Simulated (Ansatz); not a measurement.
The parent structure is ZrC in the rock salt structure (space group Fm-3m, No. 225; a = 4.709 Å; relaxed with 0.1 eV smearing).

All numbers come from PBE, PAW, 420 eV (Ansatz, a quantum-chemistry and plane-wave program; no spin-orbit coupling).

Base values:

The pressure comes out as 0.0 GPa.

Now apply this change: an isotropic linear strain of +3.00 %; the atoms relax in the strained cell.

Question: What does the calculation give for the energy relative to the base and pressure after the change?

Answer: The energy goes up by 67 meV/atom; the pressure goes from zero to -16.4 GPa.

Stability against distortions was not tested. All final runs are without spin polarisation.
